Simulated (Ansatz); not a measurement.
## Se: alloy series

Consider Se (space group P3_121, No. 152; made of chains).

```yaml
crystal:
  lattice:
    - [4.50569, 0.00000, 0.00000]
    - [-2.25284, 3.90204, 0.00000]
    - [0.00000, 0.00000, 4.99129]
  atoms:
    - { symbol: Se, position: [0.21709, 0.00000, 0.83333] }
    - { symbol: Se, position: [0.00000, 0.21709, 0.16667] }
    - { symbol: Se, position: [0.78291, 0.78291, 0.50000] }
```

The other end (x = 1) is Te (space group P3_121, No. 152; made of chains): 36.43 Å³/atom, gap 0.54 eV.

Te replaces a fraction x of Se; each row is one arrangement (x, atoms in the cell, starting space group or random), fully relaxed.

Calculations: Ansatz (a quantum-chemistry and plane-wave program) r2SCAN, no spin-orbit coupling.

Base values:

```
Item        Value
--------  -------
Band gap  1.33 eV
```

The aim is a band gap between 0.46 eV and 0.52 eV. Which of these changes reaches it?
(A) x(Te) = 0.667, 6 atoms, P2
(B) x(Te) = 0.333, 6 atoms, C2 (arrangement A)
(C) x(Te) = 0.5, 6 atoms, P1
(D) x(Te) = 0.667, 6 atoms, P1

A, x(Te) = 0.667, 6 atoms, P2. It gives 0.50 eV; x(Te) = 0.667, 6 atoms, P1 gives 0.78 eV; x(Te) = 0.333, 6 atoms, C2 (arrangement A) gives 1.03 eV; x(Te) = 0.5, 6 atoms, P1 gives 0.90 eV. Changes not listed may reach it too

Each cell is one ordered arrangement of few atoms, which overstates ordering effects compared with a random alloy. With Te present, leaving out spin-orbit coupling can change the band edges. Whether these cells are dynamically stable was not tested. No dispersion term is included, though the crystal is made of layers, chains or molecules, so its spacings can come out too wide.
